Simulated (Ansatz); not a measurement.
Start from SrO in the rock salt structure (space group Fm-3m, No. 225; a = 5.1224 Å). Axes: x, y, z lie along the cube axes.

Computed with Ansatz (a first-principles code), PBEsol, PAW, cutoff 420 eV, no spin-orbit coupling.

For the base:

```
Quantity                            Result
---------------------  -------------------
Band gap                           3.20 eV
Pressure                          0.00 GPa
Valence-band top at Γ  0.00, 0.00, 0.00 eV
```

Modification: the cell is stretched by 1.50 % along z with no lateral relaxation; the atoms relax in the strained cell.

What does the calculation give for the band gap, pressure, energy relative to the base and valence-band top at Γ after the change?

The band gap decreases by 0.024 eV to 3.17 eV; the pressure (mean of the normal stresses, compression positive) goes from zero to -1.31 GPa; the energy rises by 2.0 meV/atom; the valence-band top at Γ (three highest levels, from the VBM) becomes 0.00, 0.00, -0.05 eV (base: 0.00, 0.00, 0.00 eV).

Whether these cells are dynamically stable was not tested.
